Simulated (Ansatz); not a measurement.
Given:

```
CELL_PARAMETERS angstrom
      0.00000     1.75516     1.75516
      1.75516     0.00000     1.75516
      1.75516     1.75516     0.00000
ATOMIC_POSITIONS crystal
  Cu 0.00000 0.00000 0.00000
```

No spin polarisation.

Calculations: Ansatz (a quantum-chemistry and plane-wave program), PBEsol, PAW, cutoff 420 eV, no spin-orbit coupling. k-mesh 32×32×32 (Γ-centred); smearing 0.1 eV (Fermi–Dirac).

Question: Predict the pressure, space group and band gap.

Answer: 
- Pressure: 8.5 GPa
- Space group: Fm-3m (No. 225)
- Band gap: zero

The cells carry an imposed strain or load. Stability against distortions was not tested. All final runs are without spin polarisation. The cell was made from Cu in the fcc (Cu type) structure (space group Fm-3m, No. 225) by this change: isotropic strain −1.50 %.
